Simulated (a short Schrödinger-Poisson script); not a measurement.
Stack: symmetric double-gate stack, SiO2 on p-type Si(100), at 300 K.

| layer | material | thickness (nm) | Na (cm⁻³) |
|---|---|---|---|
| 1 | SiO2 | 2 | - |
| 2 | Si | 20 | 6e17 |
| 3 | SiO2 | 2 | - |

Constants are typed, rounded textbook-type inputs, not results; the design itself was drawn at random and stands for no fabricated device. SiO2: permittivity 3.9, conduction-band edge (eV) 3.15, gap (eV) 9, electron mass (mₑ) 0.5. Si: permittivity 11.7, conduction-band edge (eV) 0, gap (eV) 1.124, Nv at 300 K (cm⁻³) 3.1e19.

Channel valleys (confinement mass, in-plane density-of-states mass, number): Δ2 0.916, 0.19, 2; Δ4 0.19, 0.417, 4. At the gates, both at one voltage, the conduction-band edge of layer 1 lies 3.32 eV − eVg above the Fermi level of the channel. Gaps are held at their typed values at every temperature. Mesh 0.03 nm at interfaces.

Solved with a short Schrödinger-Poisson script written for these runs: 1D Poisson equation in equilibrium, electrons classical, Fermi-Dirac, parabolic valleys, classical holes, full ionisation, no traps, pinning or gate leakage.

The same stack at other levels of the model or other numerical settings:

| run | sheet density of all electrons at Vg = 1.6 V (cm⁻²) | sheet density of all electrons at Vg = 0.4 V (cm⁻²) | capacitance of both gates at Vg = 1.6 V (μF/cm²) | rough cost against the base |
|---|---|---|---|---|
| base | 2.67e13 | 3.93e12 | 3.15 | about 1 |
| electrons treated as classical, Boltzmann | 2.78e13 | 3.98e12 | 3.32 | 0.3 |
| electrons treated as quantum, Hartree | 2.40e13 | 3.23e12 | 2.95 | 10 |
| mesh six times as coarse | 2.64e13 | 3.88e12 | 3.11 | 0.4 |

The classical rows ignore confinement, and Boltzmann statistics overrate the density once the band edge passes the Fermi level.
